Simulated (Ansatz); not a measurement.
Take CdS in the zinc blende structure (space group F-43m, No. 216) as the base.

```
CELL_PARAMETERS angstrom
      0.00000     2.91217     2.91217
      2.91217     0.00000     2.91217
      2.91217     2.91217     0.00000
ATOMIC_POSITIONS crystal
  S  0.75000 0.75000 0.75000
  Cd 0.00000 0.00000 0.00000
```

Cartesian axes are those of the cell as printed.

Method: Ansatz (a program for electronic structure) PBEsol, spin-orbit coupling left out.

Strains are applied to the cell and any free atomic positions relax; under biaxial strain the out-of-plane vector relaxes too; under stress the whole cell relaxes.

One change was made to it. Results:

```tsv
quantity	base	after
band gap	1.01 eV	0.89 eV
energy relative to the base (free energy F)	0 meV/atom	+8.4 meV/atom
volume per atom	24.70 Å³	24.89 Å³
```

Task: Name the change that was made.
(A) isotropic strain +5.91 %
(B) uniaxial strain ε_zz = −1.83 %
(C) uniaxial strain ε_yy = +2.57 %
(D) biaxial strain −2.75 %, plane normal [110], relaxed out of plane
(E) uniaxial stress, 2 GPa tension along z

Result: E, uniaxial stress, 2 GPa tension along z. For comparison, the band gap in the other runs: uniaxial strain ε_yy = +2.57 % gives 0.93 eV; uniaxial strain ε_zz = −1.83 % gives 1.01 eV; biaxial strain −2.75 %, plane normal [110], relaxed out of plane gives 0.96 eV; isotropic strain +5.91 % gives 0.65 eV.

Beyond what the load breaks, stability against distortions was not tested.
